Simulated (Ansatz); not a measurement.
WO3 (P-42₁m, No. 113, 16 atoms in the cell; start mp-2235359; a measured phase of this formula has another space group), treated with LDA in Ansatz (plane waves, PAW).

Run with plane-wave cutoff 520 eV, 6×6×10 k mesh (along the axes of the cell as run), Fermi–Dirac smearing 0.01 eV, no spin polarisation, scalar-relativistic PAW data made under PBE.

Cell (relaxed with PBEsol):

```yaml
crystal:
  lattice:
    - [7.57168, 0.00000, 0.00000]
    - [0.00000, 7.57168, 0.00000]
    - [0.00000, 0.00000, 3.87860]
  atoms:
    - { symbol: W, position: [0.73208, 0.23208, 0.05494] }
    - { symbol: W, position: [0.23208, 0.26792, 0.94506] }
    - { symbol: W, position: [0.26792, 0.76792, 0.05494] }
    - { symbol: W, position: [0.76792, 0.73208, 0.94506] }
    - { symbol: O, position: [0.74438, 0.24438, 0.51075] }
    - { symbol: O, position: [0.24438, 0.25562, 0.48925] }
    - { symbol: O, position: [0.25562, 0.75562, 0.51075] }
    - { symbol: O, position: [0.75562, 0.74438, 0.48925] }
    - { symbol: O, position: [0.50564, 0.75080, 0.00409] }
    - { symbol: O, position: [0.75080, 0.49436, 0.99591] }
    - { symbol: O, position: [0.49436, 0.24920, 0.00409] }
    - { symbol: O, position: [0.24920, 0.50564, 0.99591] }
    - { symbol: O, position: [0.00564, 0.74920, 0.99591] }
    - { symbol: O, position: [0.25080, 0.00564, 0.00409] }
    - { symbol: O, position: [0.99436, 0.25080, 0.99591] }
    - { symbol: O, position: [0.74920, 0.99436, 0.00409] }
```

### Question
Predict the band gap and smallest direct gap on the k points sampled.

### Answer

band gap: 1.13 eV
smallest direct gap on the k points sampled: 1.13 eV

Note: cell and atoms aren't relaxed at this level (pressure -4.5 GPa).

Spin–orbit coupling is not included.

Computed values are for the static lattice.

A start named mp-… is a Materials Project structure, which need not be a measured phase.

Ansatz is a program for electronic structure.
